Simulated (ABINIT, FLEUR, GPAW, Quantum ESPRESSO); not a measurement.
## Bulk modulus against equilibrium volume of zinc-blende BAs (space group 216) over programs and functionals

Each row is a third-order Birch-Murnaghan fit to seven to nine volumes of zinc-blende BAs (space group 216) in one program and functional, each with its own basis, cutoff and mesh; V0 is in Å^3/atom and B0 in GPa. Along one equation of state d ln B/d ln V = -B', so if levels differed mainly by where they put the minimum, ln B0 would fall on a line in ln V0 with a slope near -B0'.

```csv
"program, functional, potentials",ln V0,ln B0,V0 (Å^3/atom),B0 (GPa)
"ABINIT, LDA, PseudoDojo",2.584,4.988,13.25,146.7
"GPAW, LDA, PAW",2.588,4.998,13.31,148.1
"FLEUR, LDA, all-electron",2.591,4.988,13.35,146.7
"Quantum ESPRESSO, LDA, GBRV",2.594,?,13.38,?
"ABINIT, PBEsol, PseudoDojo",2.607,4.943,13.56,140.2
"GPAW, PBEsol, PAW",2.611,4.951,13.61,141.3
"Quantum ESPRESSO, PBEsol, GBRV",2.614,4.947,13.66,140.8
"ABINIT, PBE, PseudoDojo",2.632,4.877,13.90,131.2
"GPAW, PBE, PAW",2.636,4.884,13.96,132.1
"Quantum ESPRESSO, PBE, PSlibrary PAW",2.638,4.881,13.99,131.8
"Quantum ESPRESSO, PBE, GBRV",2.639,4.880,13.99,131.7
"FLEUR, PBE, all-electron",2.640,4.873,14.01,130.7
```

Question: Fit ln B0 against ln V0 with a straight line, and predict the withheld value at ln V0 = 2.594.

Answer: With u = ln V0 - 2.616, the rows have u = -0.032000, -0.028000, -0.025000, -0.009000, -0.005000, -0.002000, 0.016000, 0.020000, 0.022000, 0.023000, 0.024000. Means: u 0.00036364, ln B0 4.9282. About the means, the sum of products is -0.010823 and the sum of squares of u is 0.0047865; the slope is their ratio. Least squares gives ln B0 = 4.9290 - 2.261·u. Residuals (row less fit): -0.0134, 0.0057, 0.0025, -0.0063, 0.0107, 0.0135, -0.0158, 0.0002, 0.0017, 0.0030, -0.0017; standard error 0.0095 (degrees of freedom: 9). The slope is -2.3; the rows' own B0' run from 4.0 to 4.2, so the line is flatter than -B0': at one and the same volume the levels with the larger V0 are the stiffer ones. At the withheld row, u = -0.022000, so ln B0 = 4.9290 - 2.261 × (-0.022000) = 4.9787. The calculation gives 4.991, 0.0123 above the prediction (9.8 % of the range of ln B0 in the table). The row lies between fitted rows. From the scatter of the fitted rows alone, a prediction at this place has a standard error of 0.0104, so the miss is 1.2 times that.

The runs keep the symmetry of the cell, so they don't test it for distortions. FLEUR's values depend on its sphere radii, cutoffs and local orbitals, which need not be converged. Spin polarisation is off; occupations are Fermi-Dirac, smeared by 0.05 eV in metals and 0.01 eV otherwise. Cutoffs and mesh are single choices, not tested for convergence of this quantity. No row is a reference.
